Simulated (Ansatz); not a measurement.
Effect of pressure 0.3 GPa on hypothetical CsCl type VAs

Consider VAs in the CsCl type structure (space group Pm-3m, No. 221; a = 3.068 Å; a hypothetical phase, not in the database extracts checked).

One thing is altered: cell and atoms relaxed at a pressure of 0.3 GPa.

Method: DFT with PBE, PAW potentials and a 420 eV plane-wave cutoff in Ansatz (a program for electronic structure), no SOC. Γ-centred 15×15×15 mesh, Fermi–Dirac width 0.05 eV.

| quantity | base | changed | shift |
|---|---|---|---|
| volume per atom | 14.44 Å³ | 14.41 Å³ | -0.03 Å³ |
| density | 7.24 g/cm³ | 7.25 g/cm³ | +0.01 g/cm³ |
| lattice parameter a | 3.068 Å | 3.066 Å | -0.002 Å |
| shortest interatomic distance | 2.657 Å | 2.655 Å | -0.002 Å |
| enthalpy H = E + PV relative to the base's energy | – | +0.03 eV/atom | – |
| band gap | zero | zero | – |

Load acts through the strain it causes; cell and atoms are relaxed under it. Whether these cells are dynamically stable was not tested. Seeded moments were not kept for the base. The final runs are not spin-polarised. VAs has a high density of states at the Fermi level and may be magnetic at this level.
